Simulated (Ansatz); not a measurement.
Start from HgBr₂ in the rutile structure (space group P4_2/mnm, No. 136; a = 7.0084 Å, c = 4.0032 Å; a hypothetical phase, not in the database extracts checked).

Computed with r2SCAN in Ansatz (plane waves to 500 eV, PAW, no SOC).

One change was made to it. Results:

The band gap increases by 1.312 eV to 2.55 eV; the lattice parameter a falls by 0.5096 Å, from 7.008 Å to 6.499 Å.

Task: What was done to the base?
A) Hg → Zn
B) Hg → Cd
C) Br → Se

Result: A, Hg → Zn. For comparison, the band gap in the other runs: Hg → Cd gives 2.11 eV; Br → Se gives zero.

Spin-orbit coupling, missing from the scalar runs, can matter with Hg. Whether these cells are dynamically stable was not tested. As relaxed here, ZnBr2, CdBr2 and HgSe2 are hypothetical phases, not in the database extracts checked. All final runs are without spin polarisation. A zero or small gap of HgSe2 can be the functional's error rather than a property of the material.

Ansatz is a first-principles code.
